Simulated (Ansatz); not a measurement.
Levels about the gap of amorphous In9Al9Zn9O36 (63 atoms in a cell of 801 Å³, 5.06 g/cm³; zone centre alone, so wide bands show as single levels with stretches between that a denser mesh fills), at the geometry that PBE relaxed, where it gives 0.1 GPa on a denser mesh. The participation number counts the atoms over which a state spreads; weights are charges in smoothed Voronoi cells. The levels come from a single point, so bond lengths are those of that geometry. Method of the levels: PBE, scalar-relativistic without spin-orbit coupling (Ansatz, a program for electronic structure). Sampling: the zone centre alone; Fermi-Dirac width 0.02 eV; no spin polarisation. At PBE the levels at the filled edge of the gap are localised (band-tail or defect states), and the nearest spread-out levels lie 1.2 eV apart at the zone centre.

It comes from a melt-quench run on a machine-learned potential (CHGNet), relaxed afterwards by DFT. O atoms were pushed apart under 1.9 Å during the dynamics, to hinder bonds among them. The hot cell started wider than the set density and was brought back towards it in steps. It is the lowest in DFT energy of 2 quenches. It is a model cell: composition and starting density were chosen by hand, and all elements were melted together. No dispersion term was used. Its density started from a set value of 5.19 and ended at 5.06 g/cm³. Cooling (nominally 150 K/ps over its main leg) ran many orders faster than in experiment, which tends to leave more defects and strain. A cell of this size samples the disorder only roughly. The volume was free in the relaxation, at fixed shape. Stress components on the final sampling reach 1.6 GPa.

```
E - E(highest filled), eV  filling  participation number        largest on  weight O  weight In  weight Zn  weight Al
-------------------------  -------  --------------------  ----------------  --------  ---------  ---------  ---------
-0.45                       filled                  14.2   O, 4 neighbours      0.87       0.03       0.09       0.01
-0.38                       filled                  11.8   O, 3 neighbours      0.90       0.01       0.07       0.02
-0.34                       filled                  10.1   O, 4 neighbours      0.87       0.05       0.07       0.01
-0.29                       filled                  13.4   O, 3 neighbours      0.87       0.02       0.10       0.01
-0.22                       filled                   6.8   O, 3 neighbours      0.87       0.01       0.10       0.02
-0.16                       filled                   9.4   O, 3 neighbours      0.84       0.01       0.13       0.01
0.00                        filled                   8.8   O, 3 neighbours      0.83       0.02       0.15       0.01
0.92                         empty                  47.3  In, 5 neighbours      0.53       0.28       0.13       0.06
3.42                         empty                  15.5  In, 5 neighbours      0.57       0.37       0.04       0.02
3.52                         empty                  17.8  In, 5 neighbours      0.57       0.36       0.05       0.02
3.65                         empty                  27.8  In, 5 neighbours      0.58       0.26       0.12       0.04
3.78                         empty                  22.6  In, 5 neighbours      0.56       0.36       0.07       0.02
4.00                         empty                  27.2  In, 6 neighbours      0.55       0.34       0.07       0.05
4.09                         empty                  24.3  In, 5 neighbours      0.58       0.24       0.14       0.03
```

Most localised among these is the filled level at -0.22 eV, on a O atom, which has 3 neighbours (Al 1.81 Å, Zn 1.94 Å, In 2.23 Å).
